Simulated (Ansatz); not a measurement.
Seebeck coefficient (μV/K, mean over directions) of n-type GaAs (F-43m) against carrier density, r2SCAN with spin-orbit coupling, rigid bands (Ansatz, a first-principles code). Computed gap 0.89 eV; densities at which minority carriers matter at this gap, or further valleys turn the trend, are left out. Conductivity mass 0.059 mₑ (harmonic mean over directions), N_c = 3.3e17 cm⁻³ at 300 K.

```json
[
 {"electron density": "1e16 cm⁻³", "300 K": "-513", "500 K": "-588"},
 {"electron density": "1e17 cm⁻³", "300 K": "-317", "500 K": "-391"},
 {"electron density": "1e18 cm⁻³", "300 K": "?", "500 K": "?"},
 {"electron density": "3e18 cm⁻³", "300 K": "?", "500 K": "-135"},
 {"electron density": "1e19 cm⁻³", "300 K": "-46", "500 K": "-99"}
]
```

Q: What belongs in the gaps?

A: 
- 1e18 cm⁻³, 300 K: -141
- 1e18 cm⁻³, 500 K: -205
- 3e18 cm⁻³, 300 K: -81

Rigid bands with a gap fixed in temperature, one relaxation time for all states, no polarons or phonon drag, and whether or not such doping can be reached. Geometry: cell and atoms relaxed with PBEsol.
